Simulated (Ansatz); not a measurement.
BP (I-4m2), r2SCAN with spin-orbit coupling, rigid bands in Ansatz (a quantum-chemistry and plane-wave program): Condition of this run: biaxial stress xx = yy = 2 GPa (compression positive) (the target of the relaxation). band gap 1.33 eV, N_c = 2.79e19 cm⁻³ and N_v = 1.37e19 cm⁻³ at 300 K, conductivity masses along x (a = (0.00, 2.26, 2.27) Å; b = (2.26, 0.00, 2.27) Å; c = (2.26, 2.26, 0.00) Å) of 0.396 mₑ (electrons) and 0.408 mₑ (holes). Take k_BT = 0.02585 eV.

Task: What thermal injection velocity √(2k_BT/πm) limits a ballistic channel along the direction named?

Result: 8.55e6 cm/s for electrons and 8.42e6 cm/s for holes, a ratio of √(m_h/m_e) = 1.02, for dilute carriers.

Task: What built-in voltage has an abrupt junction with N_A = 1e17 and N_D = 1e18 cm⁻³, all dopants ionised?

Result: V_bi = E_g/e − (k_BT/e) ln(N_c N_v/(N_A N_D)) = 1.33 − 0.02585 × 8.25 = 1.12 V. It follows the computed gap one for one.

Task: Find the intrinsic carrier density and the intrinsic Fermi level.

Result: n_i = √(N_c N_v) exp(−E_g/2k_BT) = 1.96e19 × exp(−25.72) = 1.3e8 cm⁻³. The level lies (k_BT/2) ln(N_v/N_c) = -9 meV from mid-gap (positive towards the conduction band). Each 0.1 eV added to the gap lowers n_i by a factor of 6.9.

Rigid, parabolic bands with the computed gap; masses take one relaxation time for all states.
